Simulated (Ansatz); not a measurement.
Base system: Al2O3 in the corundum structure (space group R-3c, No. 167).

```
Al2O3
1.0
    2.40441     1.38819     4.37462
   -2.40441     1.38819     4.37462
    0.00000    -2.77638     4.37462
Al O
4 6
Direct
  0.64785   0.64785   0.64785
  0.14785   0.14785   0.14785
  0.35215   0.35215   0.35215
  0.85215   0.85215   0.85215
  0.75000   0.44383   0.05617
  0.05617   0.75000   0.44383
  0.25000   0.55617   0.94383
  0.55617   0.94383   0.25000
  0.94383   0.25000   0.55617
  0.44383   0.05617   0.75000
```

Cartesian axes are those of the cell as printed.

The values are results of PBE in Ansatz (plane waves to 420 eV, PAW, spin-orbit coupling left out), not measurements.

Strains are applied to the cell and any free atomic positions relax; under biaxial strain the out-of-plane vector relaxes too.

One change was made to it. Results:

| quantity | base | after |
|---|---|---|
| valence-band top at Γ (three highest levels, from the VBM) | 0.00, -0.03, -0.03 eV | 0.00, -0.12, -0.12 eV |
| energy relative to the base (free energy F) | 0 meV/atom | +1.7 meV/atom |
| band gap | 5.85 eV | 5.63 eV |
| pressure (mean of the normal stresses, compression positive) | 0.00 GPa | -2.66 GPa |
| shortest interatomic distance | 1.874 Å | 1.883 Å |

Problem. What was done to the base?
A. biaxial strain +0.75 %, plane normal [001], relaxed out of plane
B. biaxial strain +2.25 %, plane normal [001], relaxed out of plane
C. biaxial strain +1.50 %, plane normal [001], relaxed out of plane

Solution. A, biaxial strain +0.75 %, plane normal [001], relaxed out of plane. For comparison, the band gap in the other runs: biaxial strain +2.25 %, plane normal [001], relaxed out of plane gives 5.19 eV; biaxial strain +1.50 %, plane normal [001], relaxed out of plane gives 5.41 eV.

Whether these cells are dynamically stable was not tested.

Ansatz is a quantum-chemistry and plane-wave program.
